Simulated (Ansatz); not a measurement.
**WO₃ (Pm-3m, No. 221, 4 atoms in the cell; start mp-19390; a measured phase of this formula has another space group): band gap by level of theory**

No measured value is used here.

| level (code) | value (eV) | cell (Å³/atom) |
|---|---|---|
| LDA (Ansatz) | (withheld) | 13.47 |
| dielectric-dependent PBEsol hybrid (Ansatz) | 1.32 | 13.71 |
| HSE06 (Ansatz) | 1.72 | 13.71 |
| PBE0 (Ansatz) | 2.44 | 13.71 |

Q: Complete the blanks.

A: 
- LDA (Ansatz, a first-principles code), value (eV): 0.57

Computed values are for a static lattice. Levels without +SOC have no spin–orbit coupling; where heavier elements are present it shifts gaps, mostly down, and can invert bands.  Values are at the PBEsol cell; LDA at the level's own relaxed cell. Cutoffs and k meshes differ between the levels. Ansatz's density-functional and Hartree–Fock values are scalar-relativistic unless marked +SOC, with PAW data made under PBE.

A start named mp-… is a Materials Project structure, which need not be a measured phase.
